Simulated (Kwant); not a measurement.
System: wire with an abrupt hard-wall neck in a GaN two-dimensional gas. Effective mass 0.22 mₑ, grid spacing 1.7 nm, hard walls, nominal width 40 nm (23 grid rows, so walls 40.8 nm apart), one parabolic valley, scattering region 120 nm long along x; energies count from the band bottom; Fermi energy swept from 0.00053413 to 0.05577 eV. Central neck 19 nm wide and 19 nm long.

The device is made up for the run: typed textbook-type constants, with dimensions and the other settings drawn at random.

Computed with Kwant: effective-mass tight-binding model on a square grid, one spin, coherent transport at 0 K. Conductance is in e²/h.

Density of the scattering states that come in from the left lead, at energy = 0.042161 eV, in bins, relative to the largest site value (x marks bins outside the device):

```
|3233562124432244552xxxxxx0000001111000000110|
|2342352333434254483xxxxxx0000011111111111111|
|3224432313634136363xxxxxx0000000000111111000|
|5226654326944337563xxxxxx0011100000011111011|
|52364543347334244631111211111111000001111111|
|32441333314223222443234443211111100000000000|
|52455632445522454332222222211100011100000000|
|42355352255432344332222322211111100000001111|
|32233152253232222343223443211111100000011111|
|52456542355522455332222222211111110000000000|
|42443532424412343333223332211000011100000000|
|42352433336234233542122332111111000000000011|
|5226654326944337563xxxxxx0011100000011111011|
|2223332323434145373xxxxxx0000000001111111111|
|3453573345544365694xxxxxx0000111121111111111|
|4344783246653366883xxxxxx0000111111110111111|
|1111331012321122331xxxxxx0000000000000000000|
```
Scale: ten equal steps from 0.002 (start of '0') to 0.982 (end of '9'), in the order '0123456789'; x runs from -58.1 to 58.1, y from -17.9 (bottom) to 17.8 (top).

The conductance there is 2.78 e²/h with 6 open channel(s) in the leads.
